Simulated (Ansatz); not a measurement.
Start from NaCaF3 in the cubic perovskite structure (space group Pm-3m, No. 221; a = 4.372 Å; a hypothetical phase, not in the database extracts checked).

Modification: every lattice vector is stretched by 2.13 %, atoms relaxed at fixed cell.

Levels (all Ansatz, a first-principles code, PAW): PBEsol (420 eV, spin-orbit coupling left out); r2SCAN (500 eV, no spin-orbit coupling); HSE06 (420 eV, scalar-relativistic without spin-orbit coupling).

At the geometry relaxed with PBEsol, these levels gave the following band gaps, in shuffled order: (a) 6.92 eV, (b) 5.76 eV, (c) 4.94 eV.

Question: Match each gap to its level.

Answer: (a) HSE06; (b) r2SCAN; (c) PBEsol.

Single points use the geometry relaxed with PBEsol. HSE06 was sampled on its mesh, a few special points and the semilocal edge points, so its gap is an upper bound. The cells carry an imposed strain or load. No phonon test of stability was made. Many cubic perovskites are stable only at high temperature; tilts and polar distortions were not tested.
